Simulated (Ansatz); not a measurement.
KCo$_{2}$Se$_{2}$ (space group I4/mmm, No. 139; ferromagnetic; a cell from a computed database, its experimental status unchecked)

```cif
data_Co4K2Se4
_chemical_formula_sum 'K2 Co4 Se4'
_space_group_name_H-M_alt 'I4/mmm'
_space_group_IT_number 139
_space_group_name_Hall '-I 4 2'
_cell_length_a 3.80541
_cell_length_b 3.80541
_cell_length_c 13.00214
_cell_angle_alpha 90.000
_cell_angle_beta 90.000
_cell_angle_gamma 90.000
loop_
_atom_site_label
_atom_site_type_symbol
_atom_site_symmetry_multiplicity
_atom_site_Wyckoff_symbol
_atom_site_fract_x
_atom_site_fract_y
_atom_site_fract_z
_atom_site_occupancy
K1 K 2 a 0.00000 0.00000 0.00000 1
Co1 Co 4 d 0.00000 0.50000 0.25000 1
Se1 Se 4 e 0.00000 0.00000 0.35072 1
```
(The calculation used a cell of 5 atoms; values per cell refer to that cell.)

All numbers come from Ansatz (an electronic-structure program) PBEsol, scalar-relativistic without spin-orbit coupling. Γ-centred 16×16×16 mesh, Fermi–Dirac width 0.05 eV.

- Volume per atom: 18.83 Å³
- Density: 5.55 g/cm³
- Band gap: zero
- Magnetic state: ferromagnetic
- Total energy: -4510.581 eV/atom (σ→0; compares only within this code and set-up)

Other magnetic orders, which the real material may have, were not ruled out. Whether these cells are dynamically stable was not tested.
